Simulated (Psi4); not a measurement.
Psi4 1.11, unrestricted TPSS/def2-svp: Cu(F)(amdMe) (CC1[N](C)[Cu]([F])<-[N]=1C), charge 0, multiplicity 2, 17 atoms. The geometry is a generated start, not checked to be a minimum at this level.

```
Quantity                             Result
--------------------------  ---------------
task                                 energy
method                                 tpss
basis                              def2-svp
memory                                 3 GB
maxiter                                 100
keys of the molecule block      symmetry c1
scf_type                       df (default)
e_convergence               1e-06 (default)
d_convergence               1e-06 (default)
dft_radial_points              75 (default)
dft_spherical_points          302 (default)
basis functions                         174
grid points                          360490
```

```xyz
17

Cu     1.9669    -0.9713    -0.0218
F      3.4936    -1.6953    -0.0060
C     -1.5217     0.7489     0.0393
C     -0.1814     0.0879    -0.0045
N      0.9862     0.6986    -0.0447
C      1.2386     2.1095    -0.0151
N      0.0476    -1.2113    -0.0292
C     -0.9162    -2.2727    -0.0080
H     -2.2373     0.1232     0.5646
H     -1.8784     0.9174    -0.9752
H     -1.4561     1.7046     0.5513
H      2.0192     2.3464    -0.7389
H      0.3436     2.6813    -0.2707
H      1.5868     2.4175     0.9762
H     -0.6483    -3.0157    -0.7606
H     -0.9220    -2.7643     0.9698
H     -1.9211    -1.9049    -0.2264
```

Charge 0 and multiplicity 2 are set for this test and not shown to be the ground state.

With the defaults (diis = true, scf_initial_accelerator = adiis, damping_percentage = 0, diis_start = 1, guess = auto, which took SAD, diis_max_vecs = 10, level_shift = 0, level_shift_cutoff = 0.01) it converges in 17 SCF iterations. One run each on 2 threads, with these changes:
- guess = gwh
- guess = modhuckel
- guess = sadno
- level_shift = 0.5, level_shift_cutoff = 0.001
- diis_max_vecs = 3
- diis = false, scf_initial_accelerator = none, damping_percentage = 60
- guess = core
- diis_max_vecs = 20
- diis_start = 4

Q: Which of these changes keep the SCF from converging, or lead it to another solution?

A: No convergence: diis = false, scf_initial_accelerator = none, damping_percentage = 60 (the run ends without SCF convergence in 100 iterations). The rest reach the solution of the defaults.

| setting | SCF iterations | end |
|---|---|---|
| diis_max_vecs = 20 | 16 | same solution |
| guess = sadno | 16 | same solution |
| the defaults | 17 | same solution |
| guess = modhuckel | 17 | same solution |
| guess = gwh | 21 | same solution |
| diis_start = 4 | 25 | same solution |
| guess = core | 25 | same solution |
| level_shift = 0.5, level_shift_cutoff = 0.001 | 30 | same solution |
| diis_max_vecs = 3 | 31 | same solution |
| diis = false, scf_initial_accelerator = none, damping_percentage = 60 | 100 | no convergence |

1 further run of the study ended by our limits or in an error and is left out.
